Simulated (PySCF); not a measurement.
PySCF 2.14.0, CCSD(T) (frozen core)/cc-pvdz: sulfur trioxide (O=S(=O)=O), 4 atoms. The geometry is a generated start, not checked to be a minimum at this level.

```json
{
  "task": "ccsd(t)",
  "basis": "cc-pvdz",
  "two_electron_scheme": "exact four-centre integrals",
  "frozen_core": "true",
  "mol.max_memory": "7000 MB",
  "mf.init_guess": "minao (default)",
  "mf.DIIS": "CDIIS (default)",
  "mf.diis_space": "8 (default)",
  "mf.conv_tol": "1e-09 (default)",
  "basis functions (reference run)": "60"
}
```

```xyz
4

O     -0.6775    -1.2451    -0.0037
S      0.0003     0.0002     0.0002
O     -0.7405     1.2086    -0.0305
O      1.4177     0.0363     0.0340
```
Charge 0, spin multiplicity 1.

The reference run has mycc.conv_tol = 1e-09 Hartree, mycc.conv_tol_normt = 1e-07; it is not itself proven converged. One run each, on a shared machine, so no times are given.

Measured:

```
setting                                                                 CCSD iterations  energy against the reference
----------------------------------------------------------------------  ---------------  ----------------------------
the reference                                                                        14                             —
mycc.conv_tol = 1e-07 (default), mycc.conv_tol_normt = 1e-05 (default)               11          under 0.001 meV/atom
mycc.conv_tol = 1e-05 Hartree, mycc.conv_tol_normt = 0.0001                           8              −0.0083 meV/atom
mycc.conv_tol = 0.0001 Hartree, mycc.conv_tol_normt = 0.001                           7               +0.049 meV/atom
```

Task: Predict the row for mycc.conv_tol = 0.001 Hartree, mycc.conv_tol_normt = 0.01.

Result: CCSD iterations: 5; energy against the reference: −0.90 meV/atom. Total energies are compared; such shifts often cancel in part in energy differences.
